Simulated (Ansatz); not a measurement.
Input:

```xyz
2
Lattice="3.0540 0.0000 0.0000 1.5270 2.6448 0.0000 1.5270 -0.8816 2.4123" Properties=species:S:1:pos:R:3 pbc="T T T"
O      0.0000     0.0000     0.0000
Mg     1.5270     0.8816     1.2061
```

No spin polarisation.

All numbers come from Kohn–Sham DFT with the PBEsol functional, run in Ansatz (a program for electronic structure) with PAW and 420 eV plane waves, no SOC, earlier PAW set. k-mesh 13×13×13 (Γ-centred); smearing 0.05 eV (Fermi–Dirac).

Task: What valence-band top at Γ (three highest levels, from the VBM) does the calculation give?

Result: 0.00, -0.23, -0.23 eV.

Task: Predict the band gap.

Result: 4.08 eV.

Task: Predict the mean in-plane stress (compression positive).

Result: -8.7 GPa.

Task: What gap character does the calculation give?

Result: Direct at Γ.

The cells carry an imposed strain or load. No phonon test of stability was made. The cell was made from MgO in the rock salt structure (space group Fm-3m, No. 225) by this change: biaxial strain +2.47 %, plane normal [111], relaxed out of plane.
